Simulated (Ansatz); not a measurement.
Ansatz (a program for electronic structure) run on HfOs (P4mm, 2 atoms in the cell): self-consistent single point.

Level of theory: PBEsol, harder PAW files (source: ansatz) made with PBE (plane waves; Ansatz).

The change in words: lattice scaled by 0.98; basis.ecutwfc: 30.9 Ry → 45.9 Ry; hamiltonian.pseudopotentials: {kind: paw} (the program's default PAW files) → {kind: paw, source: ansatz}. Reference geometry:
```
CELL_PARAMETERS angstrom
      3.22725     0.00000     0.00000
      0.00000     3.22725     0.00000
      0.00000     0.00000     3.22725
ATOMIC_POSITIONS crystal
  Hf 0.00000 0.00000 0.01549
  Os 0.50000 0.50000 0.50000
```

Reference input (self-consistent single point, DFT, PBEsol, plane waves, default PAW files made with PBE): basis.ecutwfc = 30.9 Ry; kpoints.mp_grid.grid = 10 10 10; hamiltonian.xc = pbesol; hamiltonian.pseudopotentials = {kind: paw} (the program's default PAW files); scf.occupations.method = gaussian; scf.occupations.width = 0.0073 Ry. This run's input differs from it in these lines:

Ansatz 0.2 input:
```diff
@@ -3,10 +3,10 @@
   lattice:
-    - [3.22725300, 0.00000000, 0.00000000]
-    - [0.00000000, 3.22725300, 0.00000000]
-    - [0.00000000, 0.00000000, 3.22725300]
+    - [3.16270800, 0.00000000, 0.00000000]
+    - [0.00000000, 3.16270800, 0.00000000]
+    - [0.00000000, 0.00000000, 3.16270800]
   atoms:
-    - { symbol: Hf, position_ang: [0.00000000, 0.00000000, 0.04999983] }
-    - { symbol: Os, position_ang: [1.61362650, 1.61362650, 1.61362650] }
+    - { symbol: Hf, position_ang: [0.00000000, 0.00000000, 0.04899984] }
+    - { symbol: Os, position_ang: [1.58135400, 1.58135400, 1.58135400] }
 basis:
-  ecutwfc: 30.9 Ry
+  ecutwfc: 45.9 Ry
 kpoints:
@@ -15,3 +15,3 @@
   xc: pbesol
-  pseudopotentials: { kind: paw }
+  pseudopotentials: { kind: paw, source: ansatz }
 scf:
```

The program printed (abridged):

```
SCF iter   1: F=—  HF=-26946.884021 eV  |F-HF|=—  |Δ(HF+E_count)|=         —  Δρ=1.63e-1  dr2=1.38e1  ethr=3.10e-3  ⟨swp⟩=5.9  Hψ=13977  notcnv=0
all-band conjugate gradients solve this SCF's bands
preconditioner: auto → Resta (q_TF=auto, 2.860 Å⁻¹)
SCF iter   2: F=—  HF=-26945.045827 eV  |F-HF|=—  |Δ(HF+E_count)|=    1.84e0  Δρ=8.08e-2  dr2=3.29e0  ethr=3.10e-3  ⟨swp⟩=3.9  Hψ=7463  notcnv=0  defer=108
   [... lines left out ...]
SCF iter   6: F=—  HF=-26944.441698 eV  |F-HF|=—  |Δ(HF+E_count)|=   3.00e-4  Δρ=6.29e-4  dr2=7.65e-5  ethr=8.65e-7  ⟨swp⟩=2.0  Hψ=5843  notcnv=0  defer=115
SCF iter   7: F=—  HF=-26944.441688 eV  |F-HF|=—  |Δ(HF+E_count)|=   1.07e-5  Δρ=1.25e-4  dr2=4.03e-6  ethr=1.82e-7  ⟨swp⟩=2.0  Hψ=4068  notcnv=0  defer=115
SCF iter   8: F=—  HF=-26944.441686 eV  |F-HF|=—  |Δ(HF+E_count)|=   1.32e-6  Δρ=2.54e-5  dr2=2.67e-7  ethr=9.60e-9  ⟨swp⟩=2.0  Hψ=5668  notcnv=0  defer=115
SCF iter   9: F=-26944.441686 eV  HF=-26944.441686 eV  |F-HF|=1.68e-8  |Δ(HF+E_count)|=   4.46e-8  Δρ=7.91e-6  dr2=1.99e-8  ethr=2.38e-10  ⟨swp⟩=10.7  Hψ=15257  notcnv=0
SCF 1 converged in 9 iterations: F = -26944.441686 eV  dr2 = 1.99e-8
Free energy (F): -26944.441686 eV
Internal energy: -26944.441060 eV  (E = F + TS)
E sigma→0 (E₀):  -26944.441373 eV
Entropy (-TS):   -0.000626 eV (-0.313 meV/atom)
Fermi energy:    24.861113 eV
--- Forces (eV/Å), atoms counted from 1 ---
  atom   1  Hf    -0.00000000     0.00000000    -0.55395254
  atom   2  Os    -0.00000000     0.00000000     0.55397323
--- Stress (GPa, compression-positive) ---
       15.428019       0.000000      -0.000000
        0.000000      15.428019       0.000000
        0.000000       0.000000      15.267420
  P = ⅓ Tr σ = 15.3745 GPa (153.745 kbar)
  The stress holds the Pulay correction. Without it, at fixed plane waves, as pw.x and ABINIT print it: P = 15.3586 GPa
```

The run converged in 9 iterations. Against the reference run the pressure goes from -0.89 to 15.37 GPa and the largest force goes from 0.433 to 0.554 eV/Å.

The starting cell comes from a database of computed structures (which also holds hypothetical and non-ambient phases and stackings), without a prior relaxation at this level. Its lattice was rescaled by up to half a per cent. One atom was moved a little off its site on purpose. For this run, on top of that: lattice scaled by 0.98. Spin polarisation is off. Ansatz's pressure includes its estimate of the finite-basis (Pulay) stress.
